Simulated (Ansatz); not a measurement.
Cell and atoms of amorphous Ga24O39Y2:

```
Ga24Y2O39
1.0
    9.59726     0.16001     0.15846
    0.16001     9.32341    -0.01014
    0.15846    -0.01014     9.17717
Ga O Y
24 39 2
Cartesian
  3.93187   6.91563   1.35701
  0.46399   0.79367   7.40221
  4.94663   3.63425   0.44965
  9.01046   2.15697   0.87491
  2.03466   3.68892   8.35621
  8.00381   8.36721   0.25954
  6.33673   8.00930   3.27344
  2.24793   2.37994   5.30224
  6.92348   3.70047   6.66554
  2.52485   6.61028   3.91887
  0.36205   4.10980   3.61341
  1.19434   8.85063   1.94586
  7.17739   7.93103   6.23273
  4.09957   8.86871   5.50285
  5.51389   2.06704   4.84748
  9.31516   7.38776   4.53910
  9.05187   5.74982   7.63569
  3.24470   3.98707   2.57425
  3.05673   8.43311   8.34638
  8.65778   1.40407   4.19202
  6.07468   6.18168   8.51480
  0.64344   5.91145   1.06694
  6.20727   1.50083   1.80725
  5.66358   0.82070   7.87845
  8.57201   4.04572   7.23935
  4.54758   7.60116   2.93855
  1.08171   5.32804   8.45749
  6.69408   1.44330   3.60408
  7.40981   2.92598   1.31793
  6.40328   1.85819   6.52860
  5.89118   8.66824   5.03274
  3.76784   1.33579   4.80422
  0.99667   2.20523   8.69211
  4.99387   3.18641   2.40762
  0.85447   5.67426   4.44709
  3.06685   3.71878   0.62239
  1.90213   3.04446   3.54883
  2.80248   3.59852   6.64680
  1.47090   8.52899   7.52391
  7.92057   6.46924   9.01473
  0.66884   1.50537   5.68373
  3.27040   7.25494   5.57347
  5.88887   3.94429   5.05755
  3.68402   5.09837   4.02053
  9.58685   1.22081   2.44663
  5.47623   5.49885   1.15319
  8.86795   7.09429   6.39547
  5.57170   4.28803   7.93239
  9.31091   4.72243   2.07293
  3.98368   0.22514   7.29285
  2.36639   5.92586   1.95480
  8.48094   3.28974   4.25851
  7.61111   6.66368   3.64004
  6.80006   8.59139   7.97802
  4.20204   6.90909   8.63627
  8.50002   9.06656   4.92028
  5.17443   1.72295   0.25035
  1.34530   8.08384   3.62444
  2.78951   8.67756   1.02485
  9.59564   7.81310   1.24767
  8.64143   0.74541   8.83094
  6.82906   8.94489   1.66922
  6.17481   6.34371   6.61283
  4.28988   5.30862   6.08598
  6.96300   4.54483   2.90475
```

Methods: PBE, scalar-relativistic without spin-orbit coupling (Ansatz, a first-principles code); r2SCAN, scalar-relativistic without spin-orbit coupling (Ansatz); HSE06, scalar-relativistic without spin-orbit coupling (Ansatz). Neutral PBE cell, which sets geometry, pressure and energy: sampling: a 2×2×2 Γ-centred mesh; Fermi-Dirac width 0.02 eV; no spin polarisation. Exact exchange is cut at the faces of this 9 Å cell, which leaves hybrid gaps a finite-size error.

Preparation: random packing, a CHGNet melt and quench, and a DFT relaxation. O atoms were pushed apart under 1.9 Å during the dynamics, to hinder bonds among them. The hot cell started wider than the set density and was brought back towards it in steps. It is the lowest in DFT energy of 2 quenches. It is a model cell: composition and starting density were chosen by hand, and all elements were melted together. No dispersion term was used. The quench was far faster than any real one, so the model tends to hold more defects than a real film. Values belong to this one cell and scatter from quench to quench. The volume was held where the preparation left it and the shape relaxed.

Q: Give the pressure and the spacing of the highest filled and lowest empty levels.

A: 
```json
{
  "Pressure on a 2×2×2 Γ-centred mesh": "0.93 GPa",
  "Largest force and stress component on that mesh (the relaxation ran on the zone centre alone)": "0.06 eV/Å and 1.0 GPa",
  "Level gap on a 2×2×2 Γ-centred mesh (PBE)": "1.77 eV",
  "Level gap at the zone centre (PBE)": "1.77 eV",
  "Level gap at the zone centre (r2SCAN)": "2.30 eV",
  "Level gap at the zone centre (HSE06)": "3.47 eV",
  "Distance between the nearest levels spread over more than a fifth of the atoms or a third of the atoms of their main element (six at least) (PBE, zone centre)": "2.19 eV"
}
```

Q: At PBE and the zone centre, how localised are the states just below and above the Fermi level (participation number: the atoms over which a state spreads)?

A: The highest filled state is spread over 2.5 atoms' worth, largest on O39, with weights by element (charge in smoothed Voronoi cells) O 0.95, Ga 0.05, Y 0.00. The lowest empty state is spread over 60.0 atoms' worth, largest on Ga8, with weights by element (charge in smoothed Voronoi cells) O 0.56, Ga 0.42, Y 0.02.

At PBE the levels at the filled edge of the gap are localised (band-tail or defect states), and the nearest spread-out levels lie 2.2 eV apart at the zone centre.

Bonds are counted up to Ga-Ga 2.68 Å, Ga-O 2.34 Å, Ga-Y 3.21 Å, O-O 1.58 Å, O-Y 2.82 Å, Y-Y 3.74 Å. Two cations that share two anions don't count as bonded, nor two that share one unless they lie closer than Ga-Ga 2.61 Å, Ga-Y 3.12 Å, Y-Y 3.64 Å.

Added carriers, by PBE, scalar-relativistic without spin-orbit coupling run with Ansatz on the zone centre alone. Charged cells keep the cell fixed and stand in a uniform background, with no image correction, at a width of 0.01 eV; where the count is odd the moment is locked at 1 μB, unless the neutral cell bore moments. Each starts from the undistorted neutral geometry alone. PBE's self-interaction favours spread-out carriers, so it can miss traps that a hybrid finds.

Q: What happens at PBE when the cell takes an extra electron and the atoms relax?

A: Relaxation lowers the charged cell by 0.02 eV. The largest moves are Ga20 0.04 Å, O52 0.03 Å, O41 0.03 Å, Ga4 0.03 Å. The level that holds the added charge spreads over 59.6 atoms' worth, most on Ga8 (weight 0.03): a carrier spread over the cell. No bond crosses its cut-off with a change of over 0.15 Å (metal-metal contacts aside). Made neutral again at that geometry, the cell lies +0.03 eV from the neutral start.

Q: What happens at PBE when the cell takes a hole and the atoms relax?

A: Relaxation lowers the charged cell by 0.13 eV. The largest moves are O39 0.10 Å, Ga19 0.07 Å, O41 0.07 Å, Ga1 0.06 Å. The level that was emptied spreads over 7.2 atoms' worth, most on O39 (weight 0.30): a partly localised carrier. No bond crosses its cut-off with a change of over 0.15 Å (metal-metal contacts aside). Made neutral again at that geometry, the cell lies +0.17 eV from the neutral start.
